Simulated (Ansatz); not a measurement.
The starting structures come from a database of crystals and need not be the phases stable at ambient conditions.

By PBEsol, the system below comes out a metal.

A figure of merit of an interconnect metal is its ballistic conductance per area.

Given:

```
CELL_PARAMETERS angstrom
      3.91033     0.00000     0.00000
      0.00000     3.99398     0.00000
      0.00000    -1.99699     3.45889
ATOMIC_POSITIONS crystal
  Y  0.00000 0.00000 0.00000
  Si 0.50000 0.66667 0.33333
  Si 0.50000 0.33333 0.66667
```

Space group of this cell: P6/mmm. The cell is strained (all lengths scaled by 0.98); by PBEsol its mean pressure is 3.4 GPa.

The current flows along the normal of the first two printed cell vectors, the (100) plane of the conventional cell. No spin-orbit coupling; the value is a mean over 0.1 eV about the Fermi level.

### Question
Estimate the ballistic conductance per area that PBEsol (Ansatz, a program for electronic structure) returns for this system.

### Answer
1.0 × 10¹⁵ S/m² for both spins.
